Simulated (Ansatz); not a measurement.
# Pressure series in GaSe

The reference is GaSe in the beta-GaS type structure (space group P6_3/mmc, No. 194; layered, stacked along the Cartesian z axis).

```yaml
crystal:
  lattice:
    - [3.76943, 0.00000, 0.00000]
    - [-1.88472, 3.26442, 0.00000]
    - [0.00000, 0.00000, 15.96417]
  atoms:
    - { symbol: Ga, position: [0.33333, 0.66667, 0.17347] }
    - { symbol: Ga, position: [0.66667, 0.33333, 0.67347] }
    - { symbol: Ga, position: [0.66667, 0.33333, 0.82653] }
    - { symbol: Ga, position: [0.33333, 0.66667, 0.32653] }
    - { symbol: Se, position: [0.33333, 0.66667, 0.59965] }
    - { symbol: Se, position: [0.66667, 0.33333, 0.09965] }
    - { symbol: Se, position: [0.66667, 0.33333, 0.40035] }
    - { symbol: Se, position: [0.33333, 0.66667, 0.90035] }
```

Cell and atoms are relaxed at each pressure.

Level of theory: PBE-D3(BJ), PAW, 420 eV (Ansatz, a quantum-chemistry and plane-wave program; no spin-orbit coupling), earlier PAW set.

Candidates:
(a) pressure 30 GPa
(b) pressure −1 GPa
(c) pressure 15 GPa

For the base:

The band gap comes out as 0.87 eV.

Task: Order them by band gap, lowest first.

Result: (a) pressure 30 GPa (zero), (c) pressure 15 GPa (0.14 eV), (b) pressure −1 GPa (0.96 eV)

A case with no gap was solved on a k-mesh chosen for an insulator, which is coarse for it. Load acts through the strain it causes; cell and atoms are relaxed under it. No phonon test of stability was made. Competing high-pressure phases were not computed. The final runs are not spin-polarised. A zero or small gap of GaSe under pressure 30 GPa and GaSe under pressure 15 GPa can be the functional's error rather than a property of the material.
